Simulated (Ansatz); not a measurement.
# Effect of isotropic strain +2.50 % on CdSe

Take CdSe in the zinc blende structure (space group F-43m, No. 216; a = 6.082 Å) as the base.

The change: the cell is scaled by 1.0250 in all directions, atoms relaxed at fixed cell.

Level of theory: Kohn–Sham DFT with the PBEsol functional, run in Ansatz (a first-principles code) with PAW and 420 eV plane waves, spin-orbit coupling left out. Settings: 9×9×9 k-points, 0.05 eV Fermi–Dirac smearing.

The volume per atom goes up by 2.16 Å³, from 28.12 Å³ to 30.28 Å³ and the space group stays F-43m (No. 216). The shortest interatomic distance rises by 0.066 Å, from 2.633 Å to 2.699 Å and the energy increases by 23 meV/atom. The pressure goes from zero to -3.24 GPa and the band gap decreases by 0.14 eV to 0.34 eV. The gap character remains direct at Γ and the mean gap deformation potential ΔEg/Δln V comes out as -1.9 eV. The width of the top valence band decreases by 0.302 eV, from 2.25 eV to 1.94 eV and the electron mass becomes 0.037 mₑ (at Γ) (base: 0.049 mₑ (at Γ)). The hole mass (degenerate bands, along [100]) changes from 0.050, 0.66, 0.66 mₑ (at Γ) to 0.038, 0.74, 0.74 mₑ (at Γ).

Masses are band curvatures over ±0.01 Å⁻¹ around the edge. Whether these cells are dynamically stable was not tested.
